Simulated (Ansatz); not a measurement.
Consider the following.

```
CELL_PARAMETERS angstrom
      2.56985     0.00000     0.00000
     -1.28492     2.22556     0.00000
      0.00000     0.00000     4.15857
ATOMIC_POSITIONS crystal
  C  0.33333 0.66667 0.00008
  C  0.66667 0.33333 0.50008
  C  0.33333 0.66667 0.37492
  C  0.66667 0.33333 0.87492
```

These are PBE, rigid bands (plane waves, PAW, scalar-relativistic; Ansatz, a quantum-chemistry and plane-wave program) values and carry that method's errors. Condition of this run: biaxial stress in the c plane of -33 GPa (compression positive) (the target of the relaxation). Cell: cell and atoms relaxed with PBEsol, then loaded as said.

Q: What conductivity effective mass do dilute electrons have at 300 K?

A: 0.51 (x), 0.51 (y), 0.27 (z) mₑ.

Q: Predict the hole conductivity mass (n e² τ/σ) at 300 K, by direction if it differs.

A: 0.49 (x), 0.49 (y), 0.64 (z) mₑ.

Q: And the band gap?

A: 3.52 eV at this level; semilocal functionals usually fall short of the measured gap.

Rigid bands, one relaxation time for all states, no polarons. Spin-orbit coupling is left out. Geometry: cell and atoms relaxed with PBEsol.
